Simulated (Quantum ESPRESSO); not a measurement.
Checking a run of Quantum ESPRESSO on Zr10HN8 (P-1, 19 atoms in the cell). The aim is a self-consistent single point with DFT, LDA (PZ), plane waves, GBRV 1.5 ultrasoft (LDA) pseudopotentials.

Cell that was meant: a = 5.5612 Å, b = 5.5615 Å, c = 8.5140 Å, α = 71.48°, β = 71.53°, γ = 80.14°.

Part of the input:

```fortran
N     1.85252474    3.41849672    2.32148230
N     7.35834126    4.33748828    5.42634770
K_POINTS automatic
1 1 1  0 0 0
```

Log, with long lists cut:

```
     Message from routine setup:
     using ibrav=0 with symmetry is DISCOURAGED, use correct ibrav instead
     G-vector sticks info
   [... lines left out ...]

     number of k points=     1  Marzari-Vanderbilt smearing, width (Ry)=  0.0073
                       cart. coord. in units 2pi/alat
        k(    1) = (   0.0000000   0.0000000   0.0000000), wk =   2.0000000

     Dense  grid:   153931 G-vectors     FFT dimensions: (  60,  60,  96)

     Smooth grid:    54489 G-vectors     FFT dimensions: (  45,  45,  72)

     Initial potential from superposition of free atoms

     starting charge     160.9820, renormalised to     161.0000

     negative rho (up, down):  5.968E-01 0.000E+00
     Self-consistent Calculation

     iteration #  1     ecut=    40.00 Ry     beta= 0.30

     negative rho (up, down):  6.026E-01 0.000E+00

     total energy              =   -1156.21076187 Ry
     estimated scf accuracy    <       5.06068935 Ry

     iteration #  2     ecut=    40.00 Ry     beta= 0.30

     negative rho (up, down):  6.073E-01 0.000E+00

     total energy              =   -1157.30835920 Ry
     estimated scf accuracy    <       0.26936209 Ry

     iteration #  3     ecut=    40.00 Ry     beta= 0.30

     negative rho (up, down):  6.104E-01 0.000E+00

     total energy              =   -1157.33038253 Ry
     estimated scf accuracy    <       0.07198045 Ry

   [... 12 blocks of this kind left out ...]

     iteration # 16     ecut=    40.00 Ry     beta= 0.30

     negative rho (up, down):  6.176E-01 0.000E+00

     total energy              =   -1157.33239977 Ry
     estimated scf accuracy    <          1.6E-09 Ry

     iteration # 17     ecut=    40.00 Ry     beta= 0.30

     negative rho (up, down):  6.176E-01 0.000E+00
     End of self-consistent calculation

     the Fermi energy is    16.9035 ev

!    total energy              =   -1157.33239977 Ry
     estimated scf accuracy    <          1.4E-10 Ry
     smearing contrib. (-TS)   =       0.00020460 Ry
     internal energy E=F+TS    =   -1157.33260437 Ry

     convergence has been achieved in  17 iterations

     negative rho (up, down):  6.176E-01 0.000E+00

     Forces acting on atoms (cartesian axes, Ry/au):

     atom    1 type  1   force =    -0.03042211   -0.04945630   -0.00384418
     atom    2 type  1   force =     0.03042211    0.04945630    0.00384418
     atom    3 type  1   force =    -0.00491074   -0.03780641    0.01957178
     atom    4 type  1   force =     0.00491074    0.03780641   -0.01957178
   [... lines left out ...]
     Total force =     0.184441     Total SCF correction =     0.000030
   [... lines left out ...]

     negative rho (up, down):  6.176E-01 0.000E+00
          total   stress  (Ry/bohr**3)                   (kbar)     P=       17.41
  -0.00018719   0.00022627  -0.00016327          -27.54       33.29      -24.02
   0.00022627   0.00011310  -0.00023644           33.29       16.64      -34.78
  -0.00016327  -0.00023644   0.00042916          -24.02      -34.78       63.13

   JOB DONE.
```

**Question.** Is this run sound? If not, what is wrong?

**Answer.** The run is not sound. The fault is a single k-point for a small metallic cell. One k-point cannot sample the Fermi surface of a small cell. To fix it, use a converged k-point mesh. The run converged in 17 iterations without an error; against the sound input the free energy goes up by 343 meV/atom, the pressure goes from -4.55 to 1.74 GPa and the largest force goes from 0.282 to 1.529 eV/Å.

The sound input it was made from differs as follows (other fixes are possible):
```diff
-1 1 1  0 0 0
+4 4 3  0 0 0
```

With that input, the run converged in 14 iterations: free energy E − TS -15752.8188 eV; Fermi level (on the code's own zero) 16.87 eV; pressure -4.55 GPa; largest force (vector length) 0.282 eV/Å (DFT, LDA (PZ), plane waves, GBRV 1.5 ultrasoft (LDA) pseudopotentials).

On the sound input: the starting cell comes from a database of computed structures (which also holds hypothetical and non-ambient phases and stackings), without a prior relaxation at this level. Its lattice was rescaled by a random factor within 2.5 % of one. With a pressure of about -5 GPa the cell is away from its equilibrium volume at this level.
